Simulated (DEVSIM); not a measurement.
System: InP/In0.53Ga0.47As p-n heterojunction, at 400 K.

| layer (left to right) | material | thickness (μm) | Nd (cm⁻³) | Na (cm⁻³) | τn (s) | τp (s) |
|---|---|---|---|---|---|---|
| 1 | InP | 1.30 | - | 1.3e17 | 3e-10 | 3e-10 |
| 2 | In0.53Ga0.47As | 0.330 | 2.7e16 | - | 3e-10 | 3e-10 |

Left contact: ohmic. Right contact: ohmic. Voltage is applied to the left contact. Recombination: SRH at mid-gap, Auger. Mobility is μmin + (μ − μmin)/(1 + (N/Nref)^α).

Constants are typed, rounded textbook-type inputs, not results; the design itself was drawn at random and stands for no fabricated device. Values at 300 K; Nc and Nv go as T^1.5, mobilities as T to minus their exponent, the gap by Varshni's rule with the affinity fixed.

```
parameter              InP  In0.53Ga0.47As
----------------  --------  --------------
gap (eV)             1.344            0.74
affinity (eV)         4.38            4.51
permittivity          12.5            13.9
Nc (cm⁻³)           5.7e17          2.1e17
Nv (cm⁻³)           1.1e19          7.7e18
μn (cm²/Vs)           5200           12000
μp (cm²/Vs)            170             300
μn,min                 400             300
μp,min                  10              10
Nref,n                3e17          1.3e17
Nref,p              4.9e17          4.9e17
αn                    0.47            0.48
αp                    0.62             0.4
T exponent of μn         2             1.6
T exponent of μp         2             1.6
Cn (cm⁶/s)           9e-31           5e-29
Cp (cm⁶/s)           9e-31           5e-29
Varshni α (eV/K)  0.000363         0.00035
Varshni β (K)          162             190
```

Model (solved in DEVSIM): 1D drift-diffusion, Boltzmann statistics, complete ionisation; no tunnelling, impact ionisation, image-force lowering or self-heating. Band offsets follow the typed affinities; no thermionic-emission limit at abrupt steps, no polarisation charge.

Base results: potential step across the device at zero bias (V) 0.928; dark forward voltage at 100 A/cm² (V) 0.507; dark forward voltage at 1 A/cm² (V) 0.159; largest field in the device at zero bias (V/cm) 120000.

Problem. What follows from this one change: temperature 400 → 250 K?

Solution. potential step across the device at zero bias 0.928 → 1.102 V; dark forward voltage at 100 A/cm² 0.507 → 0.814 V; dark forward voltage at 1 A/cm² 0.159 → 0.578 V; largest field in the device at zero bias little changed (120000 V/cm).

Problem. What follows from this one change: doping Nd of layer 2 2.7e+16 → 8.1e+15 cm^-3?

Solution. potential step across the device at zero bias 0.928 → 0.886 V; dark forward voltage at 100 A/cm² 0.507 → 0.458 V; dark forward voltage at 1 A/cm² 0.159 → 0.104 V; largest field in the device at zero bias little changed (110000 V/cm).

Problem. What follows from this one change: thickness of layer 2 0.33 → 0.56 μm?

Solution. potential step across the device at zero bias little changed (0.928 V); dark forward voltage at 100 A/cm² 0.507 → 0.521 V; dark forward voltage at 1 A/cm² 0.159 → 0.168 V; largest field in the device at zero bias little changed (120000 V/cm).

Problem. What follows from this one change: minority lifetime in layer 2 3e-10 → 9e-09 s?

Solution. potential step across the device at zero bias little changed (0.928 V); dark forward voltage at 100 A/cm² 0.507 → 0.515 V; dark forward voltage at 1 A/cm² 0.159 → 0.186 V; largest field in the device at zero bias little changed (120000 V/cm).

Problem. What follows from this one change: doping Na of layer 1 1.3e+17 → 1.3e+18 cm^-3?

Solution. potential step across the device at zero bias 0.928 → 1.007 V; dark forward voltage at 100 A/cm² 0.507 → 0.382 V; dark forward voltage at 1 A/cm² 0.159 → 0.143 V; largest field in the device at zero bias 120000 → 360000 V/cm.
